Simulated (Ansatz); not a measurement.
The parent structure is CdS in the zinc blende structure (space group F-43m, No. 216; a = 5.927 Å).

(Cell as relaxed with PBE.)

Levels (all Ansatz, a quantum-chemistry and plane-wave program, PAW): PBE (420 eV, no spin-orbit coupling); r2SCAN (500 eV, without spin-orbit coupling).

Each level relaxes its own structure.

```
base                      PBE    r2SCAN
-------------------  --------  --------
volume per atom      26.02 Å³  25.38 Å³
lattice parameter a  592.7 pm  587.8 pm
band gap              1.04 eV   1.54 eV
```

One thing is altered: an isotropic linear strain of −1.66 %; the atoms relax in the strained cell.

```json
[
 {"quantity": "energy relative to the base (free energy F)", "PBE": "+11 meV/atom", "r2SCAN": "___"},
 {"quantity": "pressure", "PBE": "3.01 GPa", "r2SCAN": "___"},
 {"quantity": "electron mass", "PBE": "0.13 mₑ (at Γ)", "r2SCAN": "___"},
 {"quantity": "gap character", "PBE": "direct at Γ", "r2SCAN": "___"}
]
```

Predict the r2SCAN column.


- energy relative to the base (free energy F), r2SCAN: +13 meV/atom
- pressure, r2SCAN: 3.40 GPa
- electron mass, r2SCAN: 0.16 mₑ (at Γ)
- gap character, r2SCAN: direct at Γ

PBE's energy relative to the base lies 1.2 meV/atom below r2SCAN's; PBE's pressure lies 0.39 GPa below r2SCAN's; the two agree on the gap character. Neither level is exact; r2SCAN is the comparison here, not a measurement.

Effective masses come from finite differences of ±0.01 Å⁻¹. Stability against distortions was not tested.
